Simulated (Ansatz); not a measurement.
We consider Be₃N₂ (Ia-3, No. 206), described by r²SCAN in Ansatz (PAW).

Excerpt of the program's output:

```
WARN output.stress: scf.convergence.dr2_threshold = 1.6e-8 eV (the default of a walk held to its f_tol) is looser than the 4e-9 eV advised for a printed stress …
Relaxation: its limit of steps is 80 (relax.max_steps)
Crystal: 40 atoms, lattice volume = 272.457 Å³
Basis set: ecut = 560 eV, 8247 PW (Γ), exchange–correlation on 180×180×180 points (27 copies of the dense FFT grid, shifted against one another)
Bands: 104, of which v1, the nominal top of the filled ones, is band 64 counted from 1 (63 counted from 0)
Symmetry: 24 space group operations
Space group: Ia-3 (ITA 206), of the structure as read, at distance tolerance 6.5e-5 Å
k-points: 18 of 216
Functional: x = r2scan, c = r2scan; τ floored in thin density (d = 2e-4 eV/Å³)
SCF iter   1: F=—  HF=-8443.311820 eV  |F-HF|=—  |Δ(HF+E_count)|=         —  Δρ=9.27e-3  dr2=2.34e-1  dr2_τ=3.31e0
SCF iter   2: F=—  HF=-8445.764205 eV  |F-HF|=—  |Δ(HF+E_count)|=    2.45e0  Δρ=6.52e-3  dr2=8.87e-2  dr2_τ=2.31e-3
  ...
SCF 1 converged in 7 iterations: F = -8445.764814 eV  dr2 = 6.38e-8
Crystal: 40 atoms, lattice volume = 272.457 Å³
Initial density: handed on by an earlier stage of this run
  ...
  atom  18  Be    -0.00045453    -0.00017978     0.00009878
  atom  19  Be     0.00045453    -0.00017978    -0.00009878
  atom  20  Be    -0.00045453     0.00017978    -0.00009878
  atom  21  Be     0.00009878     0.00045453     0.00017978
  atom  22  Be     0.00009878    -0.00045453    -0.00017978
  atom  23  Be    -0.00009878     0.00045453    -0.00017978
  atom  24  Be    -0.00009878    -0.00045453     0.00017978
  atom  25  N     -0.00054892     0.00000000     0.00000000
  atom  26  N      0.00054892     0.00000000     0.00000000
  atom  27  N      0.00000000    -0.00054892     0.00000000
  atom  28  N     -0.00000000     0.00054892     0.00000000
  atom  29  N      0.00000000     0.00000000    -0.00054892
  atom  30  N      0.00000000     0.00000000     0.00054892
  atom  31  N      0.00054892     0.00000000    -0.00000000
  atom  32  N     -0.00054892     0.00000000    -0.00000000
  atom  33  N     -0.00000000     0.00054892    -0.00000000
  atom  34  N      0.00000000    -0.00054892    -0.00000000
  atom  35  N      0.00000000     0.00000000     0.00054892
  atom  36  N      0.00000000    -0.00000000    -0.00054892
  atom  37  N      0.00000000    -0.00000000     0.00000000
  atom  38  N      0.00000000    -0.00000000    -0.00000000
  atom  39  N      0.00000000    -0.00000000     0.00000000
  atom  40  N      0.00000000    -0.00000000    -0.00000000
--- Stress (GPa, compression-positive) ---
       -4.329548      -0.000000       0.000000
       -0.000000      -4.329548      -0.000000
       -0.000000       0.000000      -4.329548
  P = ⅓ Tr σ = -4.3295 GPa (-43.295 kbar)
```

### Question
Write an input file that could have produced this run (the log leaves some choices open).

### Answer
This is not unique; one that fits is 
Ansatz 0.2 input:
```yaml
crystal:
  lattice:
    - [-4.0839413062, 4.0839413062, 4.0839413062]
    - [4.0839413062, -4.0839413062, 4.0839413062]
    - [4.0839413062, 4.0839413062, -4.0839413062]
  atoms:
    - { symbol: Be, position: [0.5259392647, 0.7663007028, 0.5317130145] }
    - { symbol: Be, position: [0.7345876883, 0.9942262503, 0.9682869855] }
    - { symbol: Be, position: [0.9740607353, 0.5057737497, 0.240361438] }
    - { symbol: Be, position: [0.7654123117, 0.7336992972, 0.259638562] }
    - { symbol: Be, position: [0.5317130145, 0.5259392647, 0.7663007028] }
    - { symbol: Be, position: [0.259638562, 0.7654123117, 0.7336992972] }
    - { symbol: Be, position: [0.9682869855, 0.7345876883, 0.9942262503] }
    - { symbol: Be, position: [0.240361438, 0.9740607353, 0.5057737497] }
    - { symbol: Be, position: [0.7663007028, 0.5317130145, 0.5259392647] }
    - { symbol: Be, position: [0.7336992972, 0.259638562, 0.7654123117] }
    - { symbol: Be, position: [0.9942262503, 0.9682869855, 0.7345876883] }
    - { symbol: Be, position: [0.5057737497, 0.240361438, 0.9740607353] }
    - { symbol: Be, position: [0.4740607353, 0.2336992972, 0.4682869855] }
    - { symbol: Be, position: [0.2654123117, 0.0057737497, 0.0317130145] }
    - { symbol: Be, position: [0.0259392647, 0.4942262503, 0.759638562] }
    - { symbol: Be, position: [0.2345876883, 0.2663007028, 0.740361438] }
    - { symbol: Be, position: [0.4682869855, 0.4740607353, 0.2336992972] }
    - { symbol: Be, position: [0.740361438, 0.2345876883, 0.2663007028] }
    - { symbol: Be, position: [0.0317130145, 0.2654123117, 0.0057737497] }
    - { symbol: Be, position: [0.759638562, 0.0259392647, 0.4942262503] }
    - { symbol: Be, position: [0.2336992972, 0.4682869855, 0.4740607353] }
    - { symbol: Be, position: [0.2663007028, 0.740361438, 0.2345876883] }
    - { symbol: Be, position: [0.0057737497, 0.0317130145, 0.2654123117] }
    - { symbol: Be, position: [0.4942262503, 0.759638562, 0.0259392647] }
    - { symbol: N, position: [0.25, 0.2289798559, 0.9789798559] }
    - { symbol: N, position: [0.75, 0.2710201441, 0.5210201441] }
    - { symbol: N, position: [0.9789798559, 0.25, 0.2289798559] }
    - { symbol: N, position: [0.5210201441, 0.75, 0.2710201441] }
    - { symbol: N, position: [0.2289798559, 0.9789798559, 0.25] }
    - { symbol: N, position: [0.2710201441, 0.5210201441, 0.75] }
    - { symbol: N, position: [0.75, 0.7710201441, 0.0210201441] }
    - { symbol: N, position: [0.25, 0.7289798559, 0.4789798559] }
    - { symbol: N, position: [0.0210201441, 0.75, 0.7710201441] }
    - { symbol: N, position: [0.4789798559, 0.25, 0.7289798559] }
    - { symbol: N, position: [0.7710201441, 0.0210201441, 0.75] }
    - { symbol: N, position: [0.7289798559, 0.4789798559, 0.25] }
    - { symbol: N, position: [0.5, 0.5, 0.5] }
    - { symbol: N, position: [0.5, 0.0, 0.0] }
    - { symbol: N, position: [0.0, 0.5, 0.0] }
    - { symbol: N, position: [0.0, 0.0, 0.5] }
basis:
  ecutwfc: 560
  ecutrho_ratio: 4
  xc_grid: 3
kpoints:
  mp_grid: { grid: [6, 6, 6] }
hamiltonian:
  xc: r2scan
  dispersion: none
  pseudopotentials: { kind: paw }
scf:
  occupations: { method: fermi_dirac, width: 0.01 }
output:
  forces: true
  stress: true
  eigenvalues: true
relax:
  f_tol: 0.004
  escape_saddle: false
  max_steps: 80
```

The cell is one volume of an energy–volume scan, off the minimum.

The PAW data were made under PBE.

The result took about 6 core-minutes (a rough figure).

Ansatz is a first-principles code.
